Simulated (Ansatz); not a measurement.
## What biaxial strain −1.00 %, plane normal [001], relaxed out of plane does to WSi2

Start from WSi2 (space group I4/mmm, No. 139; a = 3.229 Å, c = 7.870 Å; relaxed with 0.1 eV smearing). Axes: x, y, z lie along a, b, c of the conventional cell.

One thing is altered: biaxial strain −1.00 %, plane normal [001], relaxed out of plane (Cartesian); in-plane vectors clamped, the third vector and the atoms free.

Calculations: PBE/PAW in Ansatz (a quantum-chemistry and plane-wave program), no SOC. Γ-centred 25×25×25 mesh, Fermi–Dirac width 0.1 eV.

The volume per atom shrinks by 0.22 Å³ to 13.45 Å³ and the space group remains I4/mmm (No. 139). The shortest interatomic distance increases by 0.0077 Å, from 2.605 Å to 2.612 Å and the energy grows by 4.4 meV/atom. The pressure (mean of the normal stresses, compression positive) goes from zero to 3.5 GPa and the band gap stays zero. The out-of-plane strain is +0.38 % and the ratio −ε⊥/ε∥ amounts to 0.38. The mean in-plane stress (compression positive) is +5.2 GPa.

No phonon test of stability was made. The final runs are not spin-polarised.
